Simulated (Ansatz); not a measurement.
Reference: KMgF3 (Pm-3m), PBEsol, rigid bands (plane waves, PAW, scalar-relativistic; Ansatz, an electronic-structure program); geometry: cell and atoms relaxed with PBEsol.

```cif
data_F3KMg
_chemical_formula_sum 'K1 Mg1 F3'
_space_group_name_H-M_alt 'P 1'
_space_group_IT_number 1
_cell_length_a 3.99128
_cell_length_b 3.99128
_cell_length_c 3.99128
_cell_angle_alpha 90.000
_cell_angle_beta 90.000
_cell_angle_gamma 90.000
loop_
_space_group_symop_operation_xyz
  'x, y, z'
loop_
_atom_site_label
_atom_site_type_symbol
_atom_site_fract_x
_atom_site_fract_y
_atom_site_fract_z
_atom_site_occupancy
K1 K 0.50000 0.50000 0.50000 1
Mg1 Mg 0.00000 0.00000 0.00000 1
F1 F 0.00000 0.50000 0.00000 1
F2 F 0.50000 0.00000 0.00000 1
F3 F 0.00000 0.00000 0.50000 1
```

The band gap comes out as 7.12 eV and the electron conductivity mass is 0.52 mₑ. The hole conductivity mass comes out as 3.8 mₑ and the Seebeck coefficient, n-type 1e19 cm⁻³ is -217 μV/K.

Question: Replace Mg by Cd on the same sites and relax. What happens?

Answer: KCdF₃ (Pm-3m): volume per atom 12.7 to 16.9 Å³; band gap falls (7.12 eV to 2.96 eV); electron conductivity mass falls (0.52 mₑ to 0.45 mₑ); hole conductivity mass falls (3.8 mₑ to 1.03 mₑ); Seebeck coefficient, n-type 1e19 cm⁻³ falls in size (-217 μV/K to -201 μV/K).

Question: Replace F by H on the same sites and relax. What happens?

Answer: KMgH₃ (Pm-3m): volume per atom 12.7 to 12.6 Å³; band gap falls (7.12 eV to 2.36 eV); electron conductivity mass falls (0.52 mₑ to 0.36 mₑ); hole conductivity mass falls (3.8 mₑ to 0.68 mₑ); Seebeck coefficient, n-type 1e19 cm⁻³ falls in size (-217 μV/K to -174 μV/K).

Question: Swap Mg for Zn, keeping the structure type. How do these values move?

Answer: KZnF3 (Pm-3m): volume per atom 12.7 to 13.3 Å³; band gap falls (7.12 eV to 3.71 eV); electron conductivity mass falls (0.52 mₑ to 0.45 mₑ); hole conductivity mass falls (3.8 mₑ to 1.27 mₑ); Seebeck coefficient, n-type 1e19 cm⁻³ falls in size (-217 μV/K to -199 μV/K).

Moves up to 5 % count as about the same. Masses are for dilute carriers at 300 K, harmonic means over directions unless an axis is named. Seebeck coefficients are for the stated density at 300 K, with one relaxation time for all states and whether or not that doping can be reached. Spin-orbit coupling is left out.

Formula and space group known from diffraction (Crystallography Open Database), not checked to be the room-temperature form: KMgF3 (Pm-3m), KMgH3 (Pm-3m), KZnF3 (Pm-3m). Computed structure with no diffraction record at hand here (it may be known, metastable or hypothetical): KCdF3 (Pm-3m).
